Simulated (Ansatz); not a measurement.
Functionals compared on a constructed model of the (0001) surface of hcp Co, ferromagnetic, a pseudomorphic layer of Ag in the host's stacking (bottom of the slab: a bare face, its two planes held), in Ansatz (plane waves, PAW). The structure was relaxed with PBE; the other rows are single points on it. Cutoff 420 eV.

Slab: 7 atoms, 12.5 Å thick at the start with caps and adatoms (thin: gaps and levels are the slab's own); k 17x17x1, smearing 0.1 eV, dipole-corrected; 2 atoms held, the rest relaxed; start symmetry kept, larger cells not searched; spin-polarised, ending with about 9.9 μB a cell; orders that need a larger cell were not tried, no spin-orbit, no U. In PBE it is, or lies within 0.01 eV a 1x1 cell of, the lowest of the 2 structures of its composition computed so far; subsurface sites and larger cells were not tried. These notes are the PBE run's.

```json
[
 {"functional": "PBE", "work function of the top face (eV)": "4.79", "magnetic moment of the cell (μB)": "9.92", "rough cost of the single point": "–"},
 {"functional": "RPBE", "work function of the top face (eV)": "4.60", "magnetic moment of the cell (μB)": "9.97", "rough cost of the single point": "around 80 core-seconds (rough)"}
]
```

Ansatz is a quantum-chemistry and plane-wave program.
